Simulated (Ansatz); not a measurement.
# W on the 1x1 (10-10) surface of wurtzite ZnO (cut with top plane O + Zn), one in a 2x1 cell, started at the site 'bridge Zn-Zn (span 3.3 Å)'

Host crystal: wurtzite ZnO, with a band gap (PBE, scalar-relativistic without spin-orbit coupling).

All values below come from PBE (plane waves to 420 eV, PAW; Ansatz, an electronic-structure program).

Set-up: 33 atoms, 9.4 Å thick at the start under the adsorbate (thin: gaps and levels are the slab's own); mesh 3x4x1; 0.01 eV smearing; dipole correction on; 16 atoms held, the rest relaxed; held to the start's symmetry, so lower structures may exist; spin-polarised, ending with about 2.2 μB a cell, a value that depends on the mesh; orders that need a larger cell were not tried, no spin-orbit, no U, no dispersion correction. The slab shows no gap over 0.04 eV on its mesh. At the end it is bonded to 2 O + 3 Zn. In PBE this state lies 0.68 eV over the lowest of the starts that converged ('over O at depth 0.9 Å', where the adsorbate broke or entered a bond of the host).

```json
{
  "energy of the end state, in which the adsorbate broke or entered a bond of the host, against an atom of bcc W": "469 kJ/mol",
  "work_function_of_the_top_face": "4.02 eV",
  "change_of_the_step_from_the_bottom_to_the_top_vacuum_level_against_the_clean_slab": "-0.41 eV",
  "energy_released_by_relaxation": "2.85 eV",
  "height of the binding atom over the mean of the host atoms within 0.3 Å of the top one": "0.844 Å",
  "largest_move_of_a_host_atom": "0.74 Å",
  "note": "in the relaxation the adsorbate left its starting site by 1.5 Å",
  "cost": "about 60 core-minutes (a rough figure)"
}
```

A negative adsorption energy means that the adsorbate is more stable on the surface than in its reference.
